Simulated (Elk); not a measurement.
Band structure of ZrGeS (P4/nmm, 6 atoms in the cell).

```
ZrGeS
1.0
    3.54845     0.00000     0.00000
    0.00000     3.54845     0.00000
    0.00000     0.00000     7.87235
Zr Ge S
2 2 2
Direct
  0.00000   0.50000   0.72519
  0.50000   0.00000   0.27481
  0.50000   0.50000   0.00000
  0.00000   0.00000   0.00000
  0.00000   0.50000   0.37856
  0.50000   0.00000   0.62144
```

Level of theory: PBEsol, all-electron FP-LAPW, Elk's shipped species files, APW+lo basis with extra local orbitals in Elk 10.2.4.

Settings: xctype = 22; rgkmax = 7.5; swidth = 0.00499791 Ha; ngridk = 7 7 3; gmaxvr = 16 1/bohr; nxlo = 2; lorbcnd = true; lmaxi = 2; maxscl = 100.

The starting cell comes from a database of computed structures (which also holds hypothetical and non-ambient phases and stackings), without a prior relaxation at this level. Its lattice was rescaled by a random factor within 2.5 % of one. Values depend on the basis (sphere radii, cutoffs, local orbitals), which need not be converged.

Levels in eV from the Fermi level, bands 29 to 36:
| point | 29 | 30 | 31 | 32 | 33 | 34 | 35 | 36 |
|---|---|---|---|---|---|---|---|---|
| Γ | -2.60 | -2.32 | -2.32 | -1.16 | -0.31 | 0.44 | 0.93 | 1.18 |
| X | -1.95 | -1.95 | -0.68 | -0.68 | 0.66 | 0.66 | 1.92 | 1.92 |
| M | -3.94 | -3.94 | -2.57 | -2.57 | 2.71 | 2.71 | 2.97 | 2.97 |
| Z | -3.08 | -2.94 | -2.30 | -2.30 | 0.24 | 0.96 | 1.15 | 1.17 |
| R | -2.18 | -2.18 | -0.37 | -0.37 | 0.83 | 0.83 | 1.76 | 1.76 |
| A | -3.92 | -3.92 | -2.60 | -2.60 | 1.53 | 1.53 | 2.80 | 2.80 |

Bands cross the Fermi level along this path, so the cell is metallic at this level.
